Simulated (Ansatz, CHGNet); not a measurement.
**Fluorite NiSi2: properties by level of theory**

Reference values: lattice constant a 5.406 Å (measured, temperature not stated, not corrected to a static lattice; as tabulated in Wikipedia's data pages).

```json
[
 {"level (code)": "CHGNet-r²SCAN (CHGNet)", "lattice parameter a (Å)": "5.380", "formation enthalpy (eV/atom)": "(withheld)"},
 {"level (code)": "PBE (Ansatz)", "lattice parameter a (Å)": "(withheld)", "formation enthalpy (eV/atom)": "-0.353"},
 {"level (code)": "PBE-D3(BJ) (Ansatz)", "lattice parameter a (Å)": "5.378", "formation enthalpy (eV/atom)": "(withheld)"},
 {"level (code)": "HSE06 (Ansatz)", "lattice parameter a (Å)": "5.374", "formation enthalpy (eV/atom)": "-0.357"}
]
```

Question: Complete the blanks.

Answer: 
- CHGNet-r²SCAN (CHGNet), formation enthalpy (eV/atom): -0.400
- PBE (Ansatz, a program for electronic structure), lattice parameter a (Å): 5.445
- PBE-D3(BJ) (Ansatz), formation enthalpy (eV/atom): -0.432

Machine-learned potentials (CHGNet-r²SCAN) are trained on DFT data, which may include these solids.

Caveats: hybrids on metals are sensitive to the k mesh and can open a false gap (HSE06). Ansatz's density-functional and Hartree–Fock values are scalar-relativistic unless marked +SOC, with PAW data made under PBE.

The crystal itself was run without spin with PBE, PBE-D3(BJ), HSE06.

Computed values are for the static lattice.
